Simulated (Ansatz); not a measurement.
## ZnSiP$_{2}$ in the chalcopyrite structure (space group I-42d, No. 122)

```xyz
8
Lattice="-2.6888 2.6888 5.2330 2.6888 -2.6888 5.2330 2.6888 2.6888 -5.2330" Properties=species:S:1:pos:R:3 pbc="T T T"
Zn     0.0000     2.6888     2.6165
Zn     0.0000     0.0000     0.0000
Si     2.6888     0.0000     2.6165
Si     0.0000     0.0000     5.2330
P      1.3444     1.4348    -1.3083
P      1.3444     1.2540     3.9248
P      3.9428     1.3444     1.3083
P     -1.2540     1.3444     6.5413
```

Level of theory: r2SCAN, PAW, 500 eV (Ansatz, a quantum-chemistry and plane-wave program; no spin-orbit coupling). Settings: 9×9×9 k-points, 0.05 eV Fermi–Dirac smearing.

- Volume per atom = 18.92 Å³
- Density = 3.41 g/cm³
- Band gap = 1.55 eV, direct at Γ
- Electron mass = 1.3 mₑ along c, 0.25 mₑ across
- Hole mass = 0.18 mₑ along c, 0.38 mₑ across
- Total energy = -1371.171 eV/atom (σ→0; compares only within this code and set-up)

Masses are band curvatures over ±0.01 Å⁻¹ around the edge. Whether these cells are dynamically stable was not tested.
